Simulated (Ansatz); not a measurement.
Data:

End structure of OH on the 1x1 (111) surface of fcc Al, one in a 2x2 cell, started at the site 'top Al':

```yaml
crystal:
  lattice:
    - [5.71619, 0.00000, 0.00000]
    - [-2.85810, 4.95037, 0.00000]
    - [0.00000, 0.00000, 26.50000]
  atoms:
    - { symbol: Al, position: [0.16667, 0.33333, 0.36842] }
    - { symbol: Al, position: [0.16667, 0.83333, 0.36842] }
    - { symbol: Al, position: [0.66667, 0.33333, 0.36842] }
    - { symbol: Al, position: [0.66667, 0.83333, 0.36842] }
    - { symbol: Al, position: [0.33333, 0.16667, 0.45674] }
    - { symbol: Al, position: [0.33333, 0.66667, 0.45674] }
    - { symbol: Al, position: [0.83333, 0.16667, 0.45674] }
    - { symbol: Al, position: [0.83333, 0.66667, 0.45674] }
    - { symbol: Al, position: [0.00341, 0.00679, 0.54347] }
    - { symbol: Al, position: [0.00332, 0.49638, 0.54336] }
    - { symbol: Al, position: [0.49959, 0.99954, 0.54159] }
    - { symbol: Al, position: [0.49294, 0.49628, 0.54320] }
    - { symbol: Al, position: [0.16374, 0.33078, 0.64822] }
    - { symbol: Al, position: [0.16744, 0.83278, 0.62831] }
    - { symbol: Al, position: [0.66374, 0.33027, 0.62827] }
    - { symbol: Al, position: [0.66356, 0.83193, 0.62830] }
    - { symbol: O, position: [0.12513, 0.31284, 0.71382] }
    - { symbol: H, position: [0.27756, 0.37982, 0.73660] }
```

Model: 18-atom slab, 7.0 Å thick at the start under the adsorbate (thin: gaps and levels are the slab's own), 6x6x1 mesh, Fermi-Dirac 0.1 eV, dipole correction, single point; no symmetry held, on the structure that PBE left; spin-polarised, no spin-orbit, no U, no dispersion correction. The starting moment vanished. The program's check for a lower electronic state was not made. At the end it is bonded to Al. In PBE this state lies 0.07 eV over the lowest of the starts that converged ('bridge Al-Al (span 2.9 Å)').

A negative adsorption energy means that the adsorbate is more stable on the surface than in its reference.

What is the computed adsorption energy against H2O(g) − ½ H2(g) at the same level (r2SCAN, at the PBE geometry and the start's symmetry in Ansatz, an electronic-structure program)?

-0.78 eV

Estimate the work function of the top face that r2SCAN, at the PBE geometry and the start's symmetry returns for this input.

4.48 eV

Predict the change of the step from the bottom to the top vacuum level, against the clean slab from r2SCAN, at the PBE geometry and the start's symmetry.

0.50 eV

Give the change of the work function at the level r2SCAN, at the PBE geometry and the start's symmetry.

0.40 eV
